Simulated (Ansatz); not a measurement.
Take Hf in the hcp (Mg type) structure (space group P6_3/mmc, No. 194; a = 3.158 Å, c = 5.004 Å; relaxed with 0.1 eV smearing) as the base. Axes: x lies along a and z along c of the hexagonal cell.

All numbers come from PBEsol (Ansatz, a first-principles code), scalar-relativistic without spin-orbit coupling.

Base values:

- Pressure = 0.0 GPa

It is then changed as follows: the cell is stretched by 3.00 % along x with no lateral relaxation; the atoms relax in the strained cell.

How does this affect the energy relative to the base, pressure and largest internal atomic displacement?

The energy rises by 10 meV/atom; the pressure (mean of the normal stresses, compression positive) goes from zero to -3.1 GPa; the largest internal atomic displacement amounts to 0.020 Å.

Whether these cells are dynamically stable was not tested. All final runs are without spin polarisation.
